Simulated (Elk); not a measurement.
Input and output of a self-consistent single point for Mg2Cu (Ibam, 6 atoms in the cell) (Elk).

Method: LDA (PW92), all-electron FP-LAPW, Elk's shipped species files, default APW+lo basis (Elk 10.2.4).

```xyz
6
Lattice="-3.1953 3.2015 2.5949 3.1953 -3.2015 2.5949 3.1953 3.2015 -2.5949" Properties=species:S:1:pos:R:3 pbc="T T T"
Mg     2.1224     1.0754     2.5949
Mg     1.0729     2.1261     0.0000
Mg    -1.0729     2.1261     2.5949
Mg     4.2682     1.0754     0.0000
Cu     0.0000     0.0000     3.8924
Cu     0.0000     0.0000     1.2975
```

Reference input (self-consistent single point, DFT, PBEsol, all-electron FP-LAPW, Elk's shipped species files, default APW+lo basis): xctype = 22; swidth = 0.00367493 Ha; ngridk = 5 5 5; rmtscf = 0.96; maxscl = 100. This run's input differs from it in these lines:

```diff
@@ -2,5 +2,2 @@
   0
-
-xctype
-  22
```

Log, with long lists cut:

```
│ Self-consistent loop started │
│ Loop number : 1 │
 total energy                :     -4061.12840945
│ Loop number : 2 │
 total energy                :     -4065.02909361
RMS change in Kohn-Sham potential (target) :   0.4585594549     (  0.1000000000E-05)
Absolute change in total energy (target)   :    3.900684162     (  0.1000000000E-03)
│ Loop number : 3 │
 total energy                :     -4087.45300555
RMS change in Kohn-Sham potential (target) :   0.1874256576     (  0.1000000000E-05)
Absolute change in total energy (target)   :    23.39908298     (  0.1000000000E-03)
│ Loop number : 4 │
   [... lines left out ...]
Absolute change in total energy (target)   :   0.1942559149E-02 (  0.1000000000E-03)
│ Loop number : 15 │
 total energy                :     -4103.06145223
RMS change in Kohn-Sham potential (target) :   0.2767795027E-06 (  0.1000000000E-05)
Absolute change in total energy (target)   :   0.2856747678E-03 (  0.1000000000E-03)
│ Loop number : 16 │
 total energy                :     -4103.06144630
RMS change in Kohn-Sham potential (target) :   0.1916343917E-06 (  0.1000000000E-05)
Absolute change in total energy (target)   :   0.6548553210E-04 (  0.1000000000E-03)
Convergence targets achieved

│ Loop number : 17 │

Energies :
 Fermi                       :     0.163922477355
 total energy                :     -4103.06144046

Density of states at Fermi energy :    53.60904834
 (states/Hartree/unit cell)

Estimated indirect band gap :   0.1295234100E-03
 from k-point     22 to k-point      4
Estimated direct band gap   :   0.1231668237E-01
 at k-point      4

Charges :
 core                        :    32.00000000
 valence                     :    74.00000000
 interstitial                :    8.152089351
 muffin-tins (core leakage)
  species :    1 (Mg)
   atom    1                 :    10.43623873     (  0.6661338148E-15)
   atom    2                 :    10.43623873     (  0.6661338148E-15)
   atom    3                 :    10.43623873     (  0.6661338148E-15)
   atom    4                 :    10.43623873     (  0.6661338148E-15)
  species :    2 (Cu)
   atom    1                 :    28.05147786     (  0.2815821540E-03)
   atom    2                 :    28.05147786     (  0.2815821540E-03)
 total in muffin-tins        :    97.84791065
 total calculated charge     :    105.9728126
 total charge                :    106.0000000
 error                       :   0.2718737315E-01

│ Self-consistent loop stopped │
```

The run converged in 17 iterations. The count includes the last loop, which Elk runs after its targets are met. 

The starting cell comes from a database of computed structures (which also holds hypothetical and non-ambient phases and stackings), without a prior relaxation at this level. Spin polarisation is off. Values depend on the basis (sphere radii, cutoffs, local orbitals), which need not be converged. The log's line on a gap gives a spacing of levels on this mesh, which the program prints for metals too.

Cost on one core of a shared machine: roughly 60 s.
